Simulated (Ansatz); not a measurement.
Results of HSE06 (plane waves, PAW; Ansatz, a program for electronic structure) for WTe2 (P-6m2, No. 187, 3 atoms in the cell; start mp-1023926; a measured phase of this formula has another space group).

Run with plane-wave cutoff 500 eV, 12×12×1 k mesh (along the axes of the cell as run), gaussian smearing 0.02 eV, no spin polarisation, scalar-relativistic PAW data made under PBE.

Cell (relaxed at this level):

```yaml
crystal:
  lattice:
    - [3.51909, 0.00000, 0.00000]
    - [-1.75955, 3.04762, 0.00000]
    - [0.00000, 0.00000, 17.37924]
  atoms:
    - { symbol: Te, position: [0.33333, 0.66667, 0.89669] }
    - { symbol: Te, position: [0.33333, 0.66667, 0.10331] }
    - { symbol: W, position: [0.00000, 0.00000, 0.00000] }
```

**Question.** Give the computed band gap.

**Answer.** 
- band gap: 1.53 eV (on the SCF k mesh)

Note: the relaxation could not lower the start's symmetry, so the cell can be a saddle point above a distorted one; the cell has widely spaced layers and the level no dispersion term, so their spacing and the moduli can rest on weak binding.

Spin–orbit coupling is not included; with these elements it can move the gap by several tenths of an eV or more.

The computed numbers hold no vibrational or temperature effects.

It cost about 40 core-minutes (a rough figure) of CPU time.

A start named mp-… is a Materials Project structure, which need not be a measured phase.
